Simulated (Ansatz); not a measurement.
Symmetric slabs, relaxed from ideal cuts in 1x1 cells, of elemental solids: work function (eV) by functional, in Ansatz (plane waves, PAW). All structures are PBE's; the other columns are single points with references at the same level. No spin-orbit coupling, Hubbard U or dispersion. The rows are a random draw from the class, without slabs that broke up, higher cuts of a face and adsorbates that left their site.

```tsv
system	PBE (eV)	r2SCAN (eV)
hcp Cd (20-23), ideal cut with outer spacing 0.18 Å	3.94	3.97
bcc Li (310), ideal cut with outer spacing 1.09 Å	2.99	?
fcc Pd (311), ideal cut with outer spacing 1.19 Å	4.91	4.87
hcp Ti (21-33), ideal cut with outer spacing 0.14 Å	3.75	3.79
bcc Li (221), ideal cut with outer spacing 0.57 Å	2.86	2.83
hcp Mg (21-33), ideal cut with outer spacing 0.15 Å	3.64	3.70
hcp Hf (20-23), ideal cut with outer spacing 0.18 Å	3.76	3.77
hcp Sc (31-40), ideal cut with outer spacing 0.53 Å	3.26	3.33
```

Problem. Fit a straight line y = a·x + b by least squares to the 7 complete rows (x: PBE (eV); y: r2SCAN (eV)).

Solution. the means are x̄ = 3.7314 and ȳ = 3.7514; Σ(x − x̄)² = 2.4237 and Σ(x − x̄)(y − ȳ) = 2.3715, so a = 0.978 and b = ȳ − a·x̄ = 0.100. The largest residual is 0.069.

Problem. What does the line predict for the withheld row, bcc Li (310), ideal cut with outer spacing 1.09 Å, and what did the calculation give?

Solution. the line gives 3.03; the calculation gave 2.96, a miss of -0.07, of the size of the fitted rows' scatter and rounding.

Ansatz is a quantum-chemistry and plane-wave program.
